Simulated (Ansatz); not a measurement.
Start from AlN (space group P6_3/mmc, No. 194; a = 3.3016 Å, c = 4.1410 Å; a cell from a computed database, its experimental status unchecked).

Modification: cell and atoms relaxed at a pressure of 7.5 GPa.

Levels (all Ansatz, a quantum-chemistry and plane-wave program, PAW): PBEsol (420 eV, no SOC); HSE06 (420 eV, no SOC).

The geometry is relaxed with PBEsol.

| Property | Result |
|---|---|
| PBEsol lowest conduction level above the VBM at special points | Γ 3.57 eV; M 3.92 eV; K 5.07 eV |

What does HSE06 give at this geometry for the lowest conduction level above the VBM at special points?

The lowest conduction level above the VBM at special points changes from Γ 3.57 eV; M 3.92 eV; K 5.07 eV to Γ 4.97 eV; M 5.33 eV; K 6.46 eV.

Single points use the geometry relaxed with PBEsol. The levels and masses belong to the bands next to the band gap. Load acts through the strain it causes; cell and atoms are relaxed under it. Whether these cells are dynamically stable was not tested. Competing high-pressure phases were not computed. This is not the structure that AlN has at room temperature and ambient pressure.
